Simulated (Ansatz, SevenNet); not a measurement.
## C axis length of TiAl3 (I4/mmm, No. 139) at several levels of theory

No measured value is used here.

| level (code) | value (Å) |
|---|---|
| SevenNet-0 | 8.677 |
| LDA (Ansatz) | 8.482 |
| PBE (Ansatz) | [?] |
| PBE-D3(BJ) (Ansatz) | [?] |
| r²SCAN (Ansatz) | 8.560 |
| HSE06 (Ansatz) | 8.590 |
| PBE0 (Ansatz) | 8.590 |

Task: Fill in the missing entries.

Result: 
- PBE (Ansatz, a first-principles code), value (Å): 8.620
- PBE-D3(BJ) (Ansatz), value (Å): 8.494

The crystal itself was run without spin with r²SCAN, HSE06, PBE0; a magnetic state was not tried in these runs. HSE06: exact exchange on metals is sensitive to the k mesh and can open a false gap. PBE0: the run has no spin polarisation, so it can have missed a magnetic state. Cutoffs and k meshes differ between the levels. Ansatz's density-functional and Hartree–Fock values are scalar-relativistic unless marked +SOC, with PAW data made under PBE.

Machine-learned potentials (SevenNet-0) are trained on DFT data: a solid inside that data is no test of them.
